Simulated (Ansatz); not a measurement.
Base system: YN in the rock salt structure (space group Fm-3m, No. 225; a = 4.8198 Å). Axes: x, y, z lie along the cube axes.

Computed with Ansatz (a program for electronic structure), LDA, PAW, cutoff 420 eV, scalar-relativistic without spin-orbit coupling.

Base values:

The volume per atom is 14.00 Å³.

It is then changed as follows: compressive biaxial strain of 1.00 % in the plane normal to [001], as in epitaxy on a mismatched substrate; the out-of-plane cell vector and the atoms relax.

**Question.** What does the calculation give for the volume per atom and energy relative to the base after the change?

**Answer.** The volume per atom decreases by 0.214 Å³, from 14.00 Å³ to 13.78 Å³; the energy grows by 3.8 meV/atom.

A case with no gap was solved on a k-mesh chosen for an insulator, which is coarse for it. Whether these cells are dynamically stable was not tested. The final runs are not spin-polarised.
